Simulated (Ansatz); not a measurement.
Output of an Ansatz run (abridged):

```
WARN the atoms were moved onto the symmetric positions of the space group found under crystal.symmetry.tolerance 1.0e-5 (fractional …
WARN basis.ecutwfc = 420 eV, the default
WARN ansatz: RAYON_NUM_THREADS=1 ignored (pool sized by the plan → 1); use --threads N
Pseudopotentials: kind: paw
Pseudopotential: Ti, paw, valence charge 12
Pseudopotential: Al, paw, valence charge 3
Crystal: 8 atoms, lattice volume = 131.925 Å³
Basis set: ecut = 420 eV, 2619 PW (Γ), exchange–correlation on 80×80×64 points (8 copies of the dense FFT grid, shifted against one another)
Bands: 47, of which v1, the nominal top of the filled ones, is band 39 counted from 1 (38 counted from 0)
Symmetry: 24 space group operations
Space group: P63/mmc (ITA 194), of the structure as read, at distance tolerance 5.1e-5 Å
k-points: 15 of 125
Initial density: superposition of atomic densities (neutral atoms: chi_scale 0, normalization atom), corrected by the library's trained network
Initial wavefunctions: pseudopotential atomic-orbital guess
Eigensolver: davidson
Functional: x = pbe(κ = 0.804, μ = 0.2195149727645171), c = pbe(β = 0.06672455060314922)
SCF iter   1: F=—  HF=-16075.177023 eV  |F-HF|=—  |Δ(HF+E_count)|=         —  Δρ=4.27e-3  dr2=1.36e-2  ethr=1.77e-3  ⟨swp⟩=6.5  Hψ=2826  notcnv=0
all-band conjugate gradients solve this SCF's bands
preconditioner: auto → Kerker (q_TF=auto, 2.499 Å⁻¹)
SCF iter   2: F=—  HF=-16075.177832 eV  |F-HF|=—  |Δ(HF+E_count)|=   8.08e-4  S|Δr|=    0.00e0  Δρ=2.78e-3  dr2=7.34e-3  ethr=1.74e-5  ⟨swp⟩=1.9  Hψ=902  notcnv=0
SCF iter   3: F=—  HF=-16075.177581 eV  |F-HF|=—  |Δ(HF+E_count)|=   2.51e-4  S|Δr|=    0.00e0  Δρ=8.37e-4  dr2=9.44e-4  ethr=9.41e-6  ⟨swp⟩=2.8  Hψ=1324  notcnv=0
SCF iter   4: F=—  HF=-16075.177358 eV  |F-HF|=—  |Δ(HF+E_count)|=   2.23e-4  S|Δr|=    0.00e0  Δρ=2.40e-4  dr2=9.01e-5  ethr=1.21e-6  ⟨swp⟩=2.5  Hψ=1120  notcnv=0
SCF iter   5: F=—  HF=-16075.177375 eV  |F-HF|=—  |Δ(HF+E_count)|=   1.66e-5  S|Δr|=    0.00e0  Δρ=5.49e-5  dr2=5.57e-6  ethr=1.16e-7  ⟨swp⟩=2.0  Hψ=931  notcnv=0
SCF iter   6: F=—  HF=-16075.177373 eV  |F-HF|=—  |Δ(HF+E_count)|=   1.32e-6  S|Δr|=    0.00e0  Δρ=1.39e-5  dr2=2.78e-7  ethr=7.15e-9  ⟨swp⟩=2.0  Hψ=936  notcnv=0
SCF iter   7: F=-16075.177373 eV  HF=-16075.177373 eV  |F-HF|=5.51e-9  |Δ(HF+E_count)|=   9.55e-8  S|Δr|=    0.00e0  Δρ=3.02e-6  dr2=1.02e-8  ethr=1.28e-10  ⟨swp⟩=7.9  Hψ=2549  notcnv=0
SCF 1 converged in 7 iterations: F = -16075.177373 eV  dr2 = 1.02e-8
SCF converged after 7 iterations
Stability not checked (fill_not_monotonic)
Free energy (F): -16075.177373 eV
Harris-Foulkes:  -16075.177373 eV  (|F-HF|=5.51e-9)
Internal energy: -16075.296933 eV  (E = F + TS)
E sigma→0 (E₀):  -16075.217226 eV
Entropy (-TS):   0.119560 eV (14.945 meV/atom)
Fermi energy:    12.308132 eV
--- Per-component energies (eV) ---
  E_band       = -958.838871
  E_kinetic    = 1685.183985
  E_local      = -5573.873472  (includes V_loc(G=0)·N_el)
  E_nonlocal   = 70.898142
  E_hartree    = 2343.141914
  E_xc         = -666.553867
  E_vxc        = -792.576092  (∫ρ·V_xc dr)
  E_paw        = -7221.907586  (= ΣΔE_a)
  E_vpaw       = -1034.756891  (= ΣTr[D̂ρ^β])
  E_aug_tail   = 0.000680  (compensation charges beyond the density's cutoff)
  E_ewald      = -6712.186727
  E_smearing   = 0.119560  (= −TS)
  E_closure    = -0.000000  (closes the sum)
  Σ components = -16075.177373   (vs F -16075.177373, Δ=0.00e0)
--- Forces (eV/Å), atoms counted from 1 ---
  atom   1  Ti    -0.00000000     0.03419303     0.00000000
  atom   2  Ti     0.00000000    -0.03419303     0.00000000
  atom   3  Ti    -0.02961203     0.01709651     0.00000000
  atom   4  Ti     0.02961203    -0.01709651     0.00000000
  atom   5  Ti    -0.02961203    -0.01709652     0.00000000
  atom   6  Ti     0.02961203     0.01709652     0.00000000
  atom   7  Al     0.00000000     0.00000000     0.00000000
  atom   8  Al    -0.00000000    -0.00000000     0.00000000
  max |Σ_I F_I| component: 6.51e-18 eV/Å
--- Stress (GPa, compression-positive) ---
        1.024407       0.000000       0.000000
        0.000000       1.024407       0.000000
        0.000000       0.000000       2.039224
  P = ⅓ Tr σ = 1.3627 GPa (13.627 kbar)
  The stress holds the Pulay correction. Without it, at fixed plane waves, as pw.x and ABINIT print it: P = 1.3337 GPa
--- Band table (eV; the first three rows and the last of 15) ---
  k-point 0: bands = ["-44.2529", "-44.1543", "-44.1540", "-44.1540", "-44.1067", "-44.1067", "-20.7669", "-20.7603", "-20.6293", "-20.6215", "-20.6215", "-20.5661", "-20.5661", "-20.5656", "-20.5656", "-20.4234", "-20.3279", "-20.3279", "-20.2637", [...]
  k-point 1: bands = ["-44.2435", "-44.1638", "-44.1495", "-44.1495", "-44.1112", "-44.1112", "-20.7563", "-20.7547", "-20.6842", "-20.6842", "-20.6082", "-20.6082", "-20.6074", "-20.4730", "-20.4730", "-20.4065", "-20.3126", "-20.3126", "-20.3048", [...]
  k-point 2: bands = ["-44.2189", "-44.1885", "-44.1376", "-44.1376", "-44.1230", "-44.1230", "-20.7475", "-20.7433", "-20.7117", "-20.7117", "-20.6780", "-20.6780", "-20.5281", "-20.4089", "-20.3689", "-20.3689", "-20.3620", "-20.3124", "-20.3124", [...]
  k-point 14: bands = ["-44.1826", "-44.1809", "-44.1640", "-44.1431", "-44.1330", "-44.1256", "-20.7076", "-20.6796", "-20.6428", "-20.6075", "-20.6043", "-20.5595", "-20.4914", "-20.4723", "-20.4555", "-20.4398", "-20.3846", "-20.3673", [...]
```

The structure:

```
CELL_PARAMETERS angstrom
      5.73965     0.00000     0.00000
     -2.86983     4.97068     0.00000
      0.00000     0.00000     4.62407
ATOMIC_POSITIONS crystal
  Ti 0.82990 0.65980 0.25000
  Ti 0.17010 0.34020 0.75000
  Ti 0.17010 0.82990 0.75000
  Ti 0.82990 0.17010 0.25000
  Ti 0.34020 0.17010 0.25000
  Ti 0.65980 0.82990 0.75000
  Al 0.33333 0.66667 0.25000
  Al 0.66667 0.33333 0.75000
```

What input produced this log?

Other spellings and defaults could give the same log, and not every line can be read from it. The input that was run (DFT, PBE, plane waves, default PAW files):

Ansatz 0.2 input:
```yaml
# Ti3Al
crystal:
  lattice:
    - [5.73965300, 0.00000000, 0.00000000]
    - [-2.86982700, 4.97068500, 0.00000000]
    - [0.00000000, 0.00000000, 4.62406700]
  atoms:
    - { symbol: Ti, position: [0.82990000, 0.65980000, 0.25000000] }
    - { symbol: Ti, position: [0.17010000, 0.34020000, 0.75000000] }
    - { symbol: Ti, position: [0.17010000, 0.82990000, 0.75000000] }
    - { symbol: Ti, position: [0.82990000, 0.17010000, 0.25000000] }
    - { symbol: Ti, position: [0.34020000, 0.17010000, 0.25000000] }
    - { symbol: Ti, position: [0.65980000, 0.82990000, 0.75000000] }
    - { symbol: Al, position: [0.33333300, 0.66666700, 0.25000000] }
    - { symbol: Al, position: [0.66666700, 0.33333300, 0.75000000] }
kpoints:
  mp_grid:
    grid: [5, 5, 5]
hamiltonian:
  xc: pbe
  pseudopotentials:
    kind: paw
scf:
  occupations:
    method: cold
    width: 0.272
output:
  forces: true
  eigenvalues: true
  stress: true
```

The starting cell comes from a database of computed structures (which also holds hypothetical and non-ambient phases and stackings), without a prior relaxation at this level. Its lattice was rescaled by a random factor within 2.5 % of one. Spin polarisation is off. Ansatz's pressure includes its estimate of the finite-basis (Pulay) stress.

Ansatz is a program for electronic structure.
